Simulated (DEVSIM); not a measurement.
System: TaN/SiO2/p-Si capacitor, at 300 K.

Layer 1 from the left is SiO2, thickness (nm) 14.0. Layer 2 from the left is Si, thickness (nm) 8800, Na (cm⁻³) 2.2e14.

Metal gate on the left, work function 4.4 eV. Fixed charge at the semiconductor interface 0 cm⁻² (in units of +e); no interface traps.

Constants are typed, rounded textbook-type inputs, not results; the design itself was drawn at random and stands for no fabricated device. Values at 300 K.

SiO2: gap (eV) 9, affinity (eV) 0.9, permittivity 3.9. Si: gap (eV) 1.124, affinity (eV) 4.05, permittivity 11.7, Nc (cm⁻³) 2.86e19, Nv (cm⁻³) 3.1e19.

### Question
Estimate by hand the flat-band voltage, the threshold voltage, and compare with a numerical solution.

### Answer

- Flat-band voltage: C = 0.247 μF/cm², work-function difference -0.468 V; VFB = φms − qNf/C = -0.47 V; numerical -0.47 V.
- Threshold voltage: φF = 0.257 V, depletion charge √(4εqNφF) = 6.12e-9 C/cm²; VT = VFB + 2φF + Qd/C = 0.07 V; numerical 0.07 V.

Model (solved in DEVSIM): 1D Poisson equation in equilibrium, Boltzmann statistics, complete ionisation; no quantum confinement or tunnelling. Metal contacts follow the ideal Schottky-Mott rule: no Fermi-level pinning, no interface dipoles.
